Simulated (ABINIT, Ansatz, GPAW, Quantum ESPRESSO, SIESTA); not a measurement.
## Code comparison for Al₂Au (Fm-3m, 3 atoms in the cell)

Self-consistent single point.

```
Al2Au
1.0
    0.00000     3.04317     3.04317
    3.04317     0.00000     3.04317
    3.04317     3.04317     0.00000
Al Au
2 1
Direct
  0.25000   0.25000   0.25000
  0.75000   0.75000   0.75000
  0.00000   0.00000   0.00000
```

Shared settings, as Ansatz (a quantum-chemistry and plane-wave program) writes them: kpoints.mp_grid.grid = 4 4 4; scf.occupations.method = fermi_dirac; scf.occupations.width = 0.1 eV. Potentials and cutoffs stand in the table.

```
code                                                                                                                                model  pressure (GPa)       cutoff
----------------  -----------------------------------------------------------------------------------------------------------------------  --------------  -----------
Quantum ESPRESSO                                                          PBE, PseudoDojo standard norm-conserving (PBE) pseudopotentials           -2.30        80 Ry
SIESTA            GGA PBE, numerical atomic orbitals TZP, PseudoDojo PBE standard norm-conserving potentials (rewritten from UPF to PSML)           -1.92  grid 350 Ry
ABINIT                                                           PBE, norm-conserving pseudopotentials (PseudoDojo nc-sr-05 PBE standard)           -2.31        38 Ha
Ansatz                                                                                                             PBE, default PAW files           -2.17       420 eV
GPAW                                                                                         PBE, GPAW PAW datasets PBE (gpaw-data 1.0.1)           -1.82       600 eV
```

On Ansatz's run: spin-orbit coupling is off.

The spread over the programs that give each value: pressure within 0.49 GPa.

SIESTA uses small atom-centred bases, whose incompleteness enters pressures, forces and empty levels differently from a plane-wave cutoff. Ansatz's pressure is given at a fixed set of plane waves, as the other plane-wave codes print theirs; with its correction for the finite basis it is -2.12 GPa.

On the base mesh (9 9 9) the same programs gave: Ansatz pressure -1.32 GPa; Quantum ESPRESSO pressure -1.46 GPa; ABINIT pressure -1.46 GPa; GPAW pressure -0.95 GPa; SIESTA pressure -1.20 GPa.

The values differ from the base mesh's, so the mesh still matters here: the table compares the programs at equal settings.

The starting cell comes from a database of computed structures (which also holds hypothetical and non-ambient phases and stackings), without a prior relaxation at this level. Its lattice was rescaled by a random factor within 2.5 % of one.

Left out of this page: CP2K (on another mesh); Elk and FLEUR (not drawn, or without a comparable value).

Keys are those of Ansatz 0.2.
